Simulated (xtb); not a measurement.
xtb 6.7.1, GFN2-xTB: Zr(Me)(OSiH3)3 ([CH3][Zr]([O][SiH3])([O][SiH3])[O][SiH3]), 20 atoms. The geometry is a generated start, not checked to be a minimum at this level.

```
Property                   Value
-----------------  -------------
run flags                 --grad
method                  GFN2-xTB
--acc                1 (default)
--etemp (K)        300 (default)
basis functions               68
valence electrons             50
```

```xyz
20

Zr     0.3022     0.7928    -0.0227
C      0.9470     2.9150    -0.2510
H      1.7132     3.0163    -1.0396
H      1.3715     3.3190     0.6836
H      0.0908     3.5523    -0.5326
O     -1.5852     0.9133     0.2981
Si    -2.6122    -0.1249    -0.3558
H     -2.6397     0.0495    -1.8347
H     -3.9442     0.1658     0.1939
H     -2.2422    -1.5332    -0.0177
O      1.2729     0.1195     1.4967
Si     0.5975    -1.0696     2.3334
H     -0.3874    -0.5217     3.3018
H      1.6612    -1.7656     3.0719
H     -0.0828    -2.0386     1.4073
O      0.7745    -0.0177    -1.6992
Si     1.1096    -1.5820    -1.7380
H      2.3029    -1.8685    -0.8905
H      1.4078    -1.9328    -3.1346
H     -0.0575    -2.3887    -1.2703
```

Charge 0 and multiplicity 1 are set for this test and not shown to be the ground state.

One run each on 1 thread. Values of broydamp tried: 0.02, 0.05, 0.1, 0.2, 0.4 (default), 0.6, 0.8, 1.

Which value of broydamp needs the fewest SCC iterations, and what happens away from it?

Fewest SCC iterations, within one of each other: 0.2 with 15, 0.4 (default) with 14, 0.6 with 14, 0.8 with 15. The count rises to 21 at 0.02. All converge to one solution.

| broydamp | SCC iterations | end |
|---|---|---|
| 0.02 | 21 | same solution |
| 0.05 | 19 | same solution |
| 0.1 | 17 | same solution |
| 0.2 | 15 | same solution |
| 0.4 (default) | 14 | same solution |
| 0.6 | 14 | same solution |
| 0.8 | 15 | same solution |
| 1 | 19 | same solution |
